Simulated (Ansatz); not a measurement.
K2SO4 (Pnma, No. 62) was calculated with PBEsol (plane waves, PAW; Ansatz, an electronic-structure program).

Settings: plane-wave cutoff 520 eV, 6×6×4 k mesh (along the axes of the cell as run), Fermi–Dirac smearing 0.01 eV, scalar-relativistic PAW data made under PBE.

Shape and atoms are relaxed at each volume.

Pressure at four volumes; x = ln(V/15.370 Å³). One pressure is withheld.

```tsv
V (Å³/atom)	x	P (GPa)
14.755	-0.0408	1.409
15.370	0.0000	0.002
15.678	0.0198	-0.569
15.985	0.0392	?
```

**Question.** Pass a parabola P(x) through the three rows shown, estimate the bulk modulus and its pressure derivative near zero pressure, and predict the withheld pressure.

**Answer.** Slopes between the rows: (0.002 − (1.409))/(0.0000 − (-0.0408)) = -34.49 and (-0.569 − (0.002))/(0.0198 − (0.0000)) = -28.84 GPa. Their difference over the span 0.0606 is c = 5.65/0.0606 = 93.2 GPa, so P(x) = 1.409 + (-34.49)(x − (-0.0408)) + 93.2 (x − (-0.0408))(x − (0.0000)). At the middle row B = −dP/dx = −[-34.49 + 93.2 × 0.0408] = 30.7 GPa, and B′ = dB/dP = 2c/B = 6.1. At x = 0.0392 the parabola gives -1.058 GPa; the run gives -1.051 GPa. The Birch–Murnaghan fit to the energies at all volumes has B0 = 30.4 GPa and B′ = 6.2.

Note: the relaxation could not lower the start's symmetry, so the cell can be a saddle point above a distorted one.
